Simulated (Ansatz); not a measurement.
# Hypothetical Fm-3m WTe2 under a change: isotropic strain +0.91 %

Base system: WTe2 (space group Fm-3m, No. 225; a = 6.5720 Å; a hypothetical phase, not in the database extracts checked; relaxed with 0.1 eV smearing).

One thing is altered: the cell is scaled by 1.0091 in all directions, atoms relaxed at fixed cell.

Method: Ansatz (a program for electronic structure), PBEsol, PAW, cutoff 420 eV, no spin-orbit coupling. Settings: 15×15×15 k-points, 0.1 eV Fermi–Dirac smearing.

```tsv
quantity	base	changed	shift
volume per atom	23.65 Å³	24.31 Å³	+0.652 Å³
space group	Fm-3m (No. 225)	Fm-3m (No. 225)	–
shortest interatomic distance	2.846 Å	2.872 Å	+0.026 Å
energy relative to the base (free energy F)	0 meV/atom	+5.9 meV/atom	+5.9 meV/atom
band gap	zero	zero	–
```

Cost of the whole job for the changed cell (relaxation, final SCF and bands): around 29 core-seconds (rough).

No phonon test of stability was made. All final runs are without spin polarisation. WTe2 has a high density of states at the Fermi level and may be magnetic at this level.
